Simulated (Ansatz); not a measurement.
We consider In2Te3 (R-3m, No. 166, 5 atoms in the cell; start mp-1068510; a measured phase of this formula has another space group), described by LDA in Ansatz (PAW).

Numerical settings: plane-wave cutoff 520 eV, 16×16×16 k mesh, Fermi–Dirac smearing 0.05 eV, scalar-relativistic PAW data made under PBE.

Cell (relaxed at this level):

```
In2Te3
1.0
    2.11823     1.22296     9.27288
   -2.11823     1.22296     9.27288
    0.00000    -2.44593     9.27288
In Te
2 3
Cartesian
  0.00000   0.00000  16.66348
  0.00000   0.00000  11.15516
  0.00000   0.00000   5.88367
  0.00000   0.00000  21.93497
  0.00000   0.00000   0.00000
```

Problem. Estimate the bulk modulus that the calculation returns.

Solution. 
- bulk modulus = 48.7 GPa

The run finds no gap.

Note: the bulk modulus is −V dP/dV from two relaxed cells at ±2 % in volume; the relaxation could not lower the start's symmetry, so the cell can be a saddle point above a distorted one.

Spin–orbit coupling is not included; it can open a gap where bands touch, and shift volumes and moduli.

The computed numbers hold no vibrational or temperature effects.

A start named mp-… is a Materials Project structure, which need not be a measured phase.

Ansatz is an electronic-structure program.
